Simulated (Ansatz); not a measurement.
Total g(r) from a molecular-dynamics run [in the run: Γ point only, which a denser mesh shifts by -0.3 GPa in pressure and 0.11 eV/Å in forces]. Computed with PBE (plane waves, PAW; Ansatz, a first-principles code).

```
r (Å) | g(r)
     1.02 |  0.00
     1.14 |  0.00
     1.26 |  0.00
     1.38 |  0.00
     1.50 |  0.00
     1.62 |  0.00
     1.74 |  0.00
     1.86 |  0.00
     1.98 |  0.01
     2.10 | # 0.17
     2.22 | ############# 1.51
     2.34 | ############################## 3.54
     2.46 | ####################### 2.77
     2.58 | ########## 1.17
     2.70 | ### 0.34
     2.82 | # 0.10
     2.94 |  0.03
     3.06 |  0.02
     3.18 |  0.05
     3.30 | # 0.16
     3.42 | ### 0.41
     3.54 | ####### 0.84
     3.66 | ############ 1.40
     3.78 | ################ 1.92
     3.90 | ################## 2.15
     4.02 | ################## 2.10
     4.14 | ############### 1.76
     4.26 | ############# 1.48
     4.38 | ############ 1.39
     4.50 | ############ 1.40
     4.62 | ########### 1.29
     4.74 | ######### 1.10
     4.86 | ####### 0.80
     4.98 | ##### 0.55
     5.10 | #### 0.45
     5.22 | ### 0.41
     5.34 | #### 0.46
     5.46 | #### 0.53
```

### Question
Which system gave this curve?
A) GaN (wurtzite), crystal, 667 K
B) LiF (rock salt), crystal, 852 K
C) GaSi15, liquid, 1409 K (no melting point cited, so perhaps supercooled)
D) Si (diamond structure), crystal, 1608 K

### Answer
D, Si (diamond structure), crystal, 1608 K
